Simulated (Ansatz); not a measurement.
# A computed series for hypothetical Pm-3n ZnO: response to strain

Start from ZnO (space group Pm-3n, No. 223; a = 5.577 Å; a hypothetical phase, not in the database extracts checked). Axes: x, y, z lie along the cube axes.

Strains are applied to the cell and any free atomic positions relax; under biaxial strain the out-of-plane vector relaxes too.

Computed with PBEsol (Ansatz, a quantum-chemistry and plane-wave program), no spin-orbit coupling.

Notes on the quantities. pressure: mean of the normal stresses, compression positive; energy relative to the base: free energy F.

| case | pressure | band gap | energy relative to the base | volume per atom |
|---|---|---|---|---|
| base | 0.00 GPa | 1.02 eV | 0 meV/atom | 14.45 Å³ |
| biaxial strain +2.82 %, plane normal [001], relaxed out of plane | -3.36 GPa | 0.79 eV | +13 meV/atom | 14.90 Å³ |
| isotropic strain +1.12 % | -3.60 GPa | 1.00 eV | +5.7 meV/atom | 14.95 Å³ |
| uniaxial strain ε_xx = +2.35 % | -2.58 GPa | 0.96 eV | +4.4 meV/atom | 14.79 Å³ |
| tensor shear ε_yz = −1.81 % | -0.06 GPa | 0.95 eV | +1.1 meV/atom | 14.45 Å³ |

Gaps are Kohn–Sham eigenvalue differences; semilocal functionals usually give less than the measured gap. No phonon test of stability was made.
